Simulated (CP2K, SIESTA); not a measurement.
A SIESTA input for a self-consistent single point of TeO3 (C2/m, 8 atoms in the cell) (DFT, LDA PW92, numerical atomic orbitals DZP, PseudoDojo LDA standard norm-conserving potentials (rewritten from UPF to PSML)):

```
# files in the folder: Te.psml O.psml (PseudoDojo LDA standard)
SystemName  TeO3
SystemLabel TeO3

NumberOfAtoms                8
NumberOfSpecies              2
%block ChemicalSpeciesLabel
  1 52 Te
  2 8 O
%endblock ChemicalSpeciesLabel
LatticeConstant              1.0 Ang
%block LatticeVectors
     2.584585000   -4.474190000    0.000000000
     2.584585000    4.474190000    0.000000000
    -1.638001000    0.000000000    4.802061000
%endblock LatticeVectors
AtomicCoordinatesFormat      ScaledCartesian
%block AtomicCoordinatesAndAtomicSpecies
     2.584585000    2.984732149    0.000000000  1
     2.584585000   -2.984732149    0.000000000  1
    -0.031776647    1.694733688    3.725631006  2
     3.562945647   -1.694733688    1.076429994  2
     3.562945647    1.694733688    1.076429994  2
    -0.031776647   -1.694733688    3.725631006  2
     0.619056909    0.000000000    1.083537044  2
     2.912112091   -0.000000000    3.718523956  2
%endblock AtomicCoordinatesAndAtomicSpecies

XC.functional                LDA
XC.authors                   PW92
PAO.BasisSize                DZP
PAO.EnergyShift              0.005 Ry
MeshCutoff                   300 Ry
%block kgrid.MonkhorstPack
    4   0   0  0.0
    0   4   0  0.0
    0   0   4  0.0
%endblock kgrid.MonkhorstPack
OccupationFunction           FD
ElectronicTemperature        580.23 K

MaxSCFIterations             150
SCF.Mixer.Method             Pulay
SCF.Mixer.Weight             0.2
SCF.Mixer.History            6
SCF.DM.Tolerance             1.0E-04
Diag.ParallelOverK           true
WriteForces                  true
Charge.Mulliken              end
```

Question: Write the same calculation as an input for CP2K.

Answer: One input that does it (others would too):

```
&GLOBAL
  PROJECT teo3
  RUN_TYPE ENERGY_FORCE
  PRINT_LEVEL LOW
&END GLOBAL
&FORCE_EVAL
  METHOD Quickstep
  STRESS_TENSOR ANALYTICAL
  &DFT
    BASIS_SET_FILE_NAME BASIS_MOLOPT
    POTENTIAL_FILE_NAME GTH_POTENTIALS
    &QS
      METHOD GPW
      EPS_DEFAULT 1E-10
    &END QS
    &MGRID
      CUTOFF 450
      REL_CUTOFF 60
      NGRIDS 5
    &END MGRID
    &SCF
      SCF_GUESS ATOMIC
      EPS_SCF 1E-6
      MAX_SCF 100
      ADDED_MOS 9
      &DIAGONALIZATION
        ALGORITHM STANDARD
      &END DIAGONALIZATION
      &MIXING
        METHOD BROYDEN_MIXING
        ALPHA 0.4
        NBUFFER 10
        BETA 1.5
      &END MIXING
      &SMEAR ON
        METHOD FERMI_DIRAC
        ELECTRONIC_TEMPERATURE [K] 580.23
      &END SMEAR
    &END SCF
    &KPOINTS
      SCHEME MACDONALD 4 4 4 0.125 0.125 0.125
    &END KPOINTS
    &XC
      &XC_FUNCTIONAL PADE
      &END XC_FUNCTIONAL
    &END XC
    &PRINT
      &MO
        EIGENVALUES T
        OCCUPATION_NUMBERS T
        NDIGITS 8
        FILENAME mo
        &EACH
          QS_SCF 0
        &END EACH
        ADD_LAST NUMERIC
      &END MO
      &MULLIKEN OFF
      &END MULLIKEN
    &END PRINT
  &END DFT
  &SUBSYS
    &CELL
      A 5.16705500 0.00000000 0.00000000
      B -2.58141200 4.47602200 0.00000000
      C -0.81933600 -1.41835700 4.80206100
      PERIODIC XYZ
    &END CELL
    &COORD
      Te      -1.29167967     3.73098814     0.00000000
      Te       3.87732267     0.74503386     0.00000000
      O       -1.48337718     0.82019819     3.72563101
      O        3.24968418     2.23746681     1.07642999
      O        0.31471985     3.93289443     1.07642999
      O        1.45158715    -0.87522943     3.72563101
      O        0.30965511     0.53604589     1.08353704
      O        1.45665189     2.52161911     3.71852396
    &END COORD
    &KIND Te
      BASIS_SET DZVP-MOLOPT-SR-GTH-q6
      POTENTIAL GTH-PADE-q6
    &END KIND
    &KIND O
      BASIS_SET DZVP-MOLOPT-SR-GTH-q6
      POTENTIAL GTH-PADE-q6
    &END KIND
  &END SUBSYS
  &PRINT
    &FORCES ON
    &END FORCES
    &STRESS_TENSOR ON
    &END STRESS_TENSOR
  &END PRINT
&END FORCE_EVAL
```

Basis settings and potentials, where a program has them, do not carry over. This input uses DFT LDA (Pade form), GPW, DZVP-MOLOPT-SR-GTH basis, GTH-PADE potentials (GTH_POTENTIALS). LDA parametrisations can differ slightly between programs.

The starting cell comes from a database of computed structures (which also holds hypothetical and non-ambient phases and stackings), without a prior relaxation at this level.
